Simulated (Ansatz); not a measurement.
Reference: CsI (Pm-3m), PBEsol with spin-orbit coupling, rigid bands (plane waves, PAW; Ansatz, a first-principles code); geometry: cell and atoms relaxed with PBEsol.

```
CELL_PARAMETERS angstrom
      4.50705     0.00000     0.00000
      0.00000     4.50705     0.00000
      0.00000     0.00000     4.50705
ATOMIC_POSITIONS crystal
  Cs 0.00000 0.00000 0.00000
  I  0.50000 0.50000 0.50000
```

The band gap is 3.59 eV and the electron conductivity mass comes out as 0.28 mₑ. The hole conductivity mass is 1.49 mₑ and the Seebeck coefficient, n-type 1e19 cm⁻³ is -150 μV/K.

Problem. Replace Cs by K on the same sites and relax. What happens?

Solution. KI (Pm-3m): volume per atom 45.8 to 37.8 Å³; band gap falls (3.59 eV to 3.24 eV); electron conductivity mass stays about the same (0.28 mₑ to 0.29 mₑ); hole conductivity mass falls (1.49 mₑ to 0.94 mₑ); Seebeck coefficient, n-type 1e19 cm⁻³ stays about the same (-150 μV/K to -150 μV/K).

Problem. Replace Cs by Tl on the same sites and relax. What happens?

Solution. TlI (Pm-3m): volume per atom 45.8 to 35.4 Å³; band gap falls (3.59 eV to 0.48 eV); electron conductivity mass falls (0.28 mₑ to 0.26 mₑ); hole conductivity mass falls (1.49 mₑ to 0.47 mₑ); Seebeck coefficient, n-type 1e19 cm⁻³ falls in size (-150 μV/K to -138 μV/K).

Problem. Swap I for H, keeping the structure type. How do these values move?

Solution. CsH (Pm-3m): volume per atom 45.8 to 25.8 Å³; band gap falls (3.59 eV to 2.53 eV); electron conductivity mass rises (0.28 mₑ to 0.60 mₑ); hole conductivity mass falls (1.49 mₑ to 0.45 mₑ); Seebeck coefficient, n-type 1e19 cm⁻³ rises in size (-150 μV/K to -324 μV/K).

Moves up to 5 % count as about the same. Masses are for dilute carriers at 300 K, harmonic means over directions unless an axis is named. Seebeck coefficients are for the stated density at 300 K, with one relaxation time for all states and whether or not that doping can be reached.

Formula and space group known from diffraction (Crystallography Open Database), not checked to be the room-temperature form: TlI (Pm-3m). Computed structure with no diffraction record at hand here (it may be known, metastable or hypothetical): CsH (Pm-3m), KI (Pm-3m).
